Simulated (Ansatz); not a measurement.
The starting structures come from a database of crystals and need not be the phases stable at ambient conditions.

 Where the default PAW files enter, the runs use the earlier of Ansatz's two default sets.

Tunnelling through a barrier is set by its complex band structure: the current falls as exp(−2κd) with the smallest κ.

Consider the following.

```xyz
14
Lattice="2.9052 0.0000 0.0000 0.0000 13.1714 0.0000 0.0000 6.5857 3.6882" Properties=species:S:1:pos:R:3 pbc="T T T"
Si     0.7263    10.4968     0.2066
Si     2.1789     9.2604     3.4816
Si     2.1789    12.0186     2.3502
Si     0.7263     7.7386     1.3380
Si     0.7263    14.6933     2.1435
Si     2.1789     5.0639     1.5447
N      0.7263    15.3667     3.6882
N      2.1789    10.9762     3.6882
N      0.7263     4.6144     2.3569
N      2.1789    15.1428     1.3313
N      2.1789    10.9972     0.9904
N      0.7263     8.7600     2.6978
N      0.7263    12.9685     2.3217
N      2.1789     6.7886     1.3665
```

Space group of this cell: P2_1/m. The cell is strained (lengths along the current scaled by 0.97, ions clamped); by r2SCAN its mean pressure is 8.5 GPa.

Transport runs along the normal of the first two printed cell vectors.

The gap is the functional's own. No spin-orbit coupling. Mid-gap values are interpolated on the energy grid.

Problem. Predict the band gap and the smallest decay constant κ at mid-gap from r2SCAN run with Ansatz (an electronic-structure program).

Solution. Gap 4.88 eV on a 10×6×8 mesh; κ = 0.407 1/Å, at the zone centre.
